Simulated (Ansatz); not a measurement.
Take TiO$_{2}$ in the anatase structure (space group I4_1/amd, No. 141; a = 3.739 Å, c = 9.455 Å) as the base. Axes: x, y, z lie along a, b, c of the conventional cell.

Method: LDA (Ansatz, an electronic-structure program; PAW; 420 eV plane waves; scalar-relativistic without spin-orbit coupling).

Perturbation: uniaxial strain ε_xx = +0.60 %, all other strain components held at zero; the atoms relax in the strained cell.

### Question
Predict the stress tensor and what it implies for the stiffness.

### Answer
Stress of the strained cell less that of the base (GPa, compression positive):
```
  -2.27    0.00    0.00
   0.00   -0.97    0.00
   0.00    0.00   -0.92
```

Then −Δσ_ii/ε with ε = 0.0060 gives relaxed-ion elastic constants: C11 ≈ 378 GPa, C12 ≈ 162 GPa and C13 ≈ 153 GPa.

Stability against distortions was not tested. The final runs are not spin-polarised.
